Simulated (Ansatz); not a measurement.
# Alloy series in GaSb

Consider GaSb in the zinc blende structure (space group F-43m, No. 216; a = 6.214 Å).

The other end (x = 1) is GaB in the zinc blende structure (space group F-43m, No. 216; a hypothetical phase, not in the database extracts checked): 15.08 Å³/atom, gap zero; this end may not be an ambient phase.

B replaces a fraction x of Sb; each row is one arrangement (x, atoms in the cell, starting space group or random), fully relaxed.

The values are results of PBE/PAW in Ansatz (a program for electronic structure), no spin-orbit coupling, not measurements.

Notes on the quantities. deviation of the volume from the linear: Vegard-type) interpolation; mixing energy: to 0.01 eV only: unlike meshes or grids; against an end that may be hypothetical.

```json
[
 {"variant": "base", "shortest interatomic distance": "2.691 Å", "deviation of the volume from the linear": "–", "mixing energy": "–"},
 {"variant": "x(B) = 0.25, 8 atoms, I-42m", "shortest interatomic distance": "[?]", "deviation of the volume from the linear": "-4.3 %", "mixing energy": "-0.02 eV/atom"},
 {"variant": "x(B) = 0.25, 8 atoms, P-43m", "shortest interatomic distance": "2.092 Å", "deviation of the volume from the linear": "-4.2 %", "mixing energy": "-0.01 eV/atom"},
 {"variant": "x(B) = 0.5, 8 atoms, I-42d", "shortest interatomic distance": "2.097 Å", "deviation of the volume from the linear": "-7.0 %", "mixing energy": "-0.03 eV/atom"},
 {"variant": "x(B) = 0.75, 8 atoms, Cm", "shortest interatomic distance": "2.060 Å", "deviation of the volume from the linear": "[?]", "mixing energy": "[?]"},
 {"variant": "x(B) = 0.75, 8 atoms, I-42m", "shortest interatomic distance": "[?]", "deviation of the volume from the linear": "-7.2 %", "mixing energy": "-0.03 eV/atom"}
]
```

Task: Complete the table.

Result: 
- x(B) = 0.25, 8 atoms, I-42m, shortest interatomic distance: 2.090 Å
- x(B) = 0.75, 8 atoms, Cm, deviation of the volume from the linear: -9.3 %
- x(B) = 0.75, 8 atoms, Cm, mixing energy: -0.09 eV/atom
- x(B) = 0.75, 8 atoms, I-42m, shortest interatomic distance: 2.117 Å

Each cell is one ordered arrangement of few atoms, which overstates ordering effects compared with a random alloy. With Sb present, leaving out spin-orbit coupling can change the band edges. Stability against distortions was not tested. The final runs are not spin-polarised. A zero or small gap of GaSb can be the functional's error rather than a property of the material.
